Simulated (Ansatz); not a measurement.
fcc Ir (0 0 1) on zinc-blende ZnSe (0 0 1) (film strained to the substrate, started from cuts of the bulks and a machine-learned relaxation; slabs Se5Zn6 and Ir12, which can lie off the formulas)

A periodic stack without vacuum, fcc Ir (0 0 1) on zinc-blende ZnSe (0 0 1) (film strained to the substrate, started from cuts of the bulks and a machine-learned relaxation; slabs Se5Zn6 and Ir12, which can lie off the formulas): substrate slab Se5Zn6, film Ir12, surface cells [[1, 0], [1, 1]] and [[0, -1], [2, 1]], film strained by +4.8 and +4.8 %, outermost planes Zn/Zn and Ir/Ir as cut, which need not be the usual terminations and can put a slab off its formula.

The start was prepared with a machine-learned potential, and the result is one local minimum, with the in-plane cell held and forces under 0.04 eV/Å; the film can end far from its bulk form.

All values below come from PBE (plane waves to 420 eV, PAW; Ansatz, an electronic-structure program). No spin–orbit coupling; the runs are not spin-polarised; PBE gaps are too small against experiment. Its k-point mesh 8×8×1, Fermi–Dirac width 0.05 eV.

- interface area = 16.4 Å²
- period = 27.22 Å
- heights between the nearest atoms of the two slabs at the two interfaces = 1.77 and 1.77 Å
- Ir–Zn contacts across the interfaces within 1.22 times the sum of covalent radii = 8, mean 2.70 Å
- hole barrier (PBE) = 0.68 eV
- electron barrier (PBE) = 0.47 eV

```
Ir12Zn6Se5
1.0
    4.05473     0.00037    -0.04844
    0.00031     4.05426     0.09717
   -1.70074    -0.65247    27.23534
Se Zn Ir
5 6 12
Direct
  0.03625   0.55465   0.08148
  0.13980   0.55525   0.29193
  0.58744   0.05521   0.18665
  0.24568   0.55323   0.50251
  0.69248   0.05495   0.39725
  0.06109   0.05480   0.13382
  0.50867   0.55338   0.02599
  0.16602   0.05528   0.34459
  0.61345   0.55535   0.23926
  0.27383   0.05287   0.55797
  0.71925   0.55489   0.45011
  0.33956   0.05359   0.68869
  0.83913   0.55243   0.68803
  0.80693   0.05267   0.62441
  0.30657   0.55260   0.62302
  0.40872   0.05338   0.82635
  0.90831   0.55327   0.82669
  0.87427   0.05290   0.75747
  0.37396   0.55393   0.75742
  0.47489   0.05326   0.95955
  0.97608   0.55348   0.96098
  0.94356   0.05352   0.89606
  0.44251   0.55356   0.89510
```
